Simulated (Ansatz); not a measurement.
The starting structures come from a database of crystals and need not be the phases stable at ambient conditions.

 Where the default PAW files enter, the runs use the earlier of Ansatz's two default sets.

## Evanescent states of RbCl (Pm-3m, CsCl type, not sure to be the ambient phase, 2 atoms a cell, 30.5 Å³ an atom) along the normal of (001)

Computed with PBEsol (plane waves, PAW; Ansatz, a quantum-chemistry and plane-wave program).

The gap is the functional's own. No spin-orbit coupling. Mid-gap values are interpolated on the energy grid.

Energies count from the valence-band top; κ is the least over a 8×8 mesh across the current.

```json
[
 {"E (eV)": "0.11", "κ (1/Å)": "0.131", "where": "off Γ"},
 {"E (eV)": "0.33", "κ (1/Å)": "0.216", "where": "Γ"},
 {"E (eV)": "0.55", "κ (1/Å)": "0.255", "where": "Γ"},
 {"E (eV)": "0.77", "κ (1/Å)": "0.283", "where": "Γ"},
 {"E (eV)": "0.99", "κ (1/Å)": "0.305", "where": "Γ"},
 {"E (eV)": "1.21", "κ (1/Å)": "0.321", "where": "Γ"},
 {"E (eV)": "1.43", "κ (1/Å)": "0.332", "where": "Γ"},
 {"E (eV)": "1.65", "κ (1/Å)": "0.341", "where": "Γ"},
 {"E (eV)": "1.87", "κ (1/Å)": "0.346", "where": "Γ"},
 {"E (eV)": "2.09", "κ (1/Å)": "0.348", "where": "Γ"},
 {"E (eV)": "2.31", "κ (1/Å)": "0.348", "where": "Γ"},
 {"E (eV)": "2.53", "κ (1/Å)": "0.345", "where": "Γ"},
 {"E (eV)": "2.75", "κ (1/Å)": "0.340", "where": "Γ"},
 {"E (eV)": "2.97", "κ (1/Å)": "0.332", "where": "Γ"},
 {"E (eV)": "3.19", "κ (1/Å)": "0.321", "where": "Γ"},
 {"E (eV)": "3.41", "κ (1/Å)": "0.307", "where": "Γ"},
 {"E (eV)": "3.63", "κ (1/Å)": "0.290", "where": "Γ"},
 {"E (eV)": "3.85", "κ (1/Å)": "0.268", "where": "Γ"},
 {"E (eV)": "4.07", "κ (1/Å)": "0.240", "where": "Γ"},
 {"E (eV)": "4.29", "κ (1/Å)": "0.204", "where": "Γ"},
 {"E (eV)": "4.51", "κ (1/Å)": "0.154", "where": "Γ"},
 {"E (eV)": "4.73", "κ (1/Å)": "0.064", "where": "Γ"}
]
```

**Question.** How thick must the barrier be to attenuate the transmission by 10^6 when the electrodes' Fermi level lies at 4.51 eV, and what attenuation does that film give at 1.43 eV?

**Answer.** d = 6 ln 10 / (2 × 0.154) = 44.9 Å. At 1.43 eV it gives 6 × 0.332/0.154 = 12.9 decades.
